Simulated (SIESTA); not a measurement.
A self-consistent single point of CoSi2 (Fm-3m, 3 atoms in the cell) with SIESTA

Computed with SIESTA 5.4.2 with GGA PBE, numerical atomic orbitals DZP, PseudoDojo PBE standard norm-conserving potentials (rewritten from UPF to PSML).

The input file:

```
# files in the folder: Co.psml Si.psml (PseudoDojo PBE standard)
SystemName  CoSi2
SystemLabel cosi2

NumberOfAtoms                3
NumberOfSpecies              2
%block ChemicalSpeciesLabel
  1 27 Co
  2 14 Si
%endblock ChemicalSpeciesLabel
LatticeConstant              3.790092 Ang
%block LatticeVectors
     0.000000000    0.707106846    0.707106846
     0.707106846    0.000000000    0.707106846
     0.707106846    0.707106846    0.000000000
%endblock LatticeVectors
AtomicCoordinatesFormat      Fractional
%block AtomicCoordinatesAndAtomicSpecies
     0.000000000    0.000000000    0.000000000  1
     0.250000000    0.250000000    0.250000000  2
     0.750000000    0.750000000    0.750000000  2
%endblock AtomicCoordinatesAndAtomicSpecies

XC.functional                GGA
XC.authors                   PBE
PAO.BasisSize                DZP
PAO.EnergyShift              0.01 Ry
MeshCutoff                   400 Ry
%block kgrid.MonkhorstPack
   14   0   0  0.0
    0  14   0  0.0
    0   0  14  0.0
%endblock kgrid.MonkhorstPack
OccupationFunction           MP
OccupationMPOrder            0
ElectronicTemperature        272.0 meV

MaxSCFIterations             150
SCF.Mixer.Method             Pulay
SCF.Mixer.Weight             0.25
SCF.Mixer.History            8
SCF.DM.Tolerance             1.0E-05
Diag.ParallelOverK           true
WriteForces                  true
Charge.Mulliken              end
```

Output, abridged:

```
reinit: Reading from file input.fdf

reinit: System Name: CoSi2
reinit: System Label: cosi2

coor:   Atomic-coordinates input format  =     Fractional

siesta: Atomic coordinates (Bohr) and species
siesta:      0.00000   0.00000   0.00000  1        1
siesta:      2.53223   2.53223   2.53223  2        2
siesta:      7.59670   7.59670   7.59670  2        3

siesta: System type = bulk

initatomlists: Number of atoms, orbitals, and projectors:      3    45    54

siesta: ******************** Simulation parameters ****************************
redata: Spin configuration                          = none
redata: Time-Reversal Symmetry                      = T
redata: Number of Atomic Species                    =        2
redata: Mesh Cutoff                                 =   400.0000 Ry
redata: Net charge of the system                    =     0.0000 |e|
redata: Min. number of SCF Iter                     =        0
redata: Max. number of SCF Iter                     =      150
redata: SCF convergence failure will abort job
redata: SCF mix quantity                            = Hamiltonian
redata: Mix DM or H after convergence               =   F
redata: Recompute H after scf cycle                 =   F
redata: Mix DM in first SCF step                    =   T
redata: No kicks to SCF
redata: DM Mixing Weight for Kicks                  =     0.5000
redata: Require Harris convergence for SCF          =   F
redata: Harris energy tolerance for SCF             =     0.000100 eV
redata: Require DM convergence for SCF              =   T
redata: DM tolerance for SCF                        =     0.000010
redata: Require EDM convergence for SCF             =   F
redata: EDM tolerance for SCF                       =     0.001000 eV
redata: Require H convergence for SCF               =   T
redata: Hamiltonian tolerance for SCF               =     0.001000 eV
redata: Require (free) Energy convergence for SCF   =   F
   [... lines left out ...]
diag: Used triangular part                          = Lower
diag: Absolute tolerance                            =  0.100E-15
diag: Orthogonalization factor                      =  0.100E-05
diag: Memory factor                                 =  1.0000

superc: Internal auxiliary supercell:     7 x     7 x     7  =     343
superc: Number of atoms, orbitals, and projectors:   1029  15435  18522

                        Single-point calculation

superc: Internal auxiliary supercell:     7 x     7 x     7  =     343
superc: Number of atoms, orbitals, and projectors:   1029  15435  18522

outcell: Unit cell vectors (Ang):
        0.000000    2.680000    2.680000
        2.680000    0.000000    2.680000
        2.680000    2.680000    0.000000

outcell: Cell vector modules (Ang)   :    3.790092    3.790092    3.790092
outcell: Cell angles (23,13,12) (deg):     60.0000     60.0000     60.0000
outcell: Cell volume (Ang**3)        :     38.4977
new_DM -- step:     1
Initializing Density Matrix...

Attempting to read DM from file... Failed...
DM filled with atomic data:

InitMesh: MESH = 40 x 40 x 40 = 64000
InitMesh: Mesh cutoff (required, used) =   400.000   461.757 Ry

stepf: Methfessel-Paxton step function
       Using Hermite-Gauss polynomials of order  0
        iscf     Eharris(eV)        E_KS(eV)     FreeEng(eV)     dDmax    Ef(eV) dHmax(eV)
   scf:    1    -4333.783373    -4378.747601    -4378.817301  1.619928 -3.513937 27.022826
   scf:    2    -4340.656121    -4383.213544    -4383.245623  0.398264 -5.603607 22.106476
   scf:    3    -4397.569863    -4394.521435    -4394.558833  0.159695 -4.893939  1.605503
   scf:    4    -4390.444743    -4393.361716    -4393.407138  0.155372 -4.422600  7.207757
   scf:    5    -4394.762674    -4394.642384    -4394.681333  0.064202 -4.796144  0.161040
   scf:    6    -4394.622431    -4394.636861    -4394.676213  0.004692 -4.765544  0.499772
   scf:    7    -4394.643263    -4394.642890    -4394.681951  0.003661 -4.789908  0.029889
   scf:    8    -4394.642729    -4394.642850    -4394.681946  0.000395 -4.787026  0.033019
mix: Pulay -- inversion failed, > SVD [rank/size] 3 / 7
   scf:    9    -4394.642916    -4394.642895    -4394.681972  0.000223 -4.788621  0.001191
   scf:   10    -4394.642894    -4394.642894    -4394.681972  0.000012 -4.788559  0.000144
mix: Pulay -- inversion failed, > SVD [rank/size] 3 / 7
   scf:   11    -4394.642895    -4394.642895    -4394.681972  0.000001 -4.788566  0.000003
SCF Convergence by DM+H criterion
max |DM_out - DM_in|         :     0.0000008861
max |H_out - H_in|      (eV) :     0.0000033731
SCF cycle converged after 11 iterations

Using DM_out to compute the final energy and forces

siesta: E_KS(eV) =            -4394.6429

siesta: E_KS - E_eggbox =     -4394.6429

siesta: Atomic forces (eV/Ang):
     1   -0.000000   -0.000000   -0.000000
     2   -0.000236   -0.000236   -0.000236
     3    0.000236    0.000236    0.000236
   Tot    0.000000   -0.000000    0.000000
   Max    0.000236
   Res    0.000193    sqrt( Sum f_i^2 / 3N )
   Max    0.000236    constrained

Stress tensor Voigt[x,y,z,yz,xz,xy] (kbar):       10.20       10.20       10.20       -0.21       -0.21       -0.21
(Free)E + p*V (eV/cell)    -4394.9270
Target enthalpy (eV/cell)    -4394.6820

siesta: Program's energy decomposition (eV):
siesta: Ebs     =      -726.106857
siesta: Eions   =      5493.159130
siesta: Ena     =       460.328321
siesta: Ekin    =      1936.794483
siesta: Enl     =      -483.499808
siesta: Eso     =         0.000000
siesta: Edftu   =         0.000000
siesta: DEna    =        34.892940
siesta: DUscf   =         0.966486
siesta: DUext   =         0.000000
siesta: Ex      =      -804.227965
siesta: Ec      =       -46.738222
siesta: Exc     =      -850.966186
siesta: Eharris =     -4394.642895
siesta: Etot    =     -4394.642895
siesta: FreeEng =     -4394.681972

siesta: Stress tensor (static) (eV/Ang**3):
siesta:     0.006365   -0.000129   -0.000129
siesta:    -0.000129    0.006365   -0.000129
siesta:    -0.000129   -0.000129    0.006365

siesta: Cell volume =         38.497664 Ang**3

siesta: Pressure (static):
siesta:                Solid            Molecule  Units
siesta:          -0.00006932         -0.00006950  Ry/Bohr**3
siesta:          -0.00636500         -0.00638141  eV/Ang**3
siesta:         -10.19785124        -10.22415231  kBar

mulliken: Atomic and Orbital Populations:

Species: Co
Atom  Qatom  Qorb
               3s      4s      4s      3py     3pz     3px     4py     4pz
               4px     3dxy    3dyz    3dz2    3dxz    3dx2-y2 3dxy    3dyz
               3dz2    3dxz    3dx2-y2
   1 16.598   1.930  -0.225   0.172   2.007   2.007   2.007   0.373   0.373
              0.373   1.537   1.537   1.791   1.537   1.791  -0.100  -0.100

             -0.156  -0.100  -0.156

Species: Si
Atom  Qatom  Qorb
               3s      3s      3py     3pz     3px     3py     3pz     3px
               3Pdxy   3Pdyz   3Pdz2   3Pdxz   3Pdx2-y2
   2  4.201   1.063   0.176   0.396   0.396   0.396   0.322   0.322   0.322
              0.130   0.130   0.208   0.130   0.208
   3  4.201   1.063   0.176   0.396   0.396   0.396   0.322   0.322   0.322
              0.130   0.130   0.208   0.130   0.208

mulliken: Qtot =       25.000

Mulliken Atomic Populations:
Atom #   charge [q] valence [e]  Species
     1     0.402127   16.597873  Co
     2    -0.201064    4.201064  Si
     3    -0.201063    4.201063  Si
 Total     0.000000
```

The run converged in 11 iterations.

The starting cell has typed, rounded lattice constants, without a prior relaxation at this level. Spin polarisation is off. Values carry the incompleteness of an atom-centred basis.

Cost on one core of a shared machine: roughly 4 min.
